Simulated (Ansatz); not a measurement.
K$_{2}$Se in the anti-fluorite structure (space group Fm-3m, No. 225)

```yaml
crystal:
  lattice:
    - [0.00000, 3.80484, 3.80484]
    - [3.80484, 0.00000, 3.80484]
    - [3.80484, 3.80484, 0.00000]
  atoms:
    - { symbol: K, position: [0.25000, 0.25000, 0.25000] }
    - { symbol: K, position: [0.75000, 0.75000, 0.75000] }
    - { symbol: Se, position: [0.00000, 0.00000, 0.00000] }
```

Level of theory: PBEsol/PAW in Ansatz (a first-principles code), no SOC. k-mesh 8×8×8 (Γ-centred); smearing 0.05 eV (Fermi–Dirac).

| Quantity | Value |
|---|---|
| Volume per atom | 36.72 Å³ |
| Density | 2.37 g/cm³ |
| Band gap | 2.11 eV, indirect, X → Γ |
| Electron mass | 0.31 mₑ |
| Lowest conduction-band minima above the VBM | Γ 2.11 eV; X along ⟨100⟩ 3.29 eV |
| Total energy | -2819.844 eV/atom (σ→0; compares only within this code and set-up) |

Masses are band curvatures over ±0.01 Å⁻¹ around the edge. Stability against distortions was not tested.
